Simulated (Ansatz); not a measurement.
The reference is YN in the rock salt structure (space group Fm-3m, No. 225; a = 4.856 Å).

The values are results of PBEsol in Ansatz (plane waves to 420 eV, PAW, no SOC), not measurements.

Strains are applied to the cell and any free atomic positions relax.

One change was made to it. Results:

```tsv
quantity	base	after
pressure	0.0 GPa	11.8 GPa
energy relative to the base (free energy F)	0 meV/atom	+29 meV/atom
band gap	0.08 eV	zero
```

Question: Which change produced these results?
(A) isotropic strain −3.00 %
(B) isotropic strain +0.50 %
(C) isotropic strain −2.00 %

Answer: C, isotropic strain −2.00 %. For comparison, the energy relative to the base in the other runs: isotropic strain +0.50 % gives +1.7 meV/atom; isotropic strain −3.00 % gives +68 meV/atom.

The mesh was chosen for an insulator and is coarse for the gapless case. Whether these cells are dynamically stable was not tested. The final runs are not spin-polarised. The zero or small gap of YN can change with the level of theory.

Ansatz is a quantum-chemistry and plane-wave program.
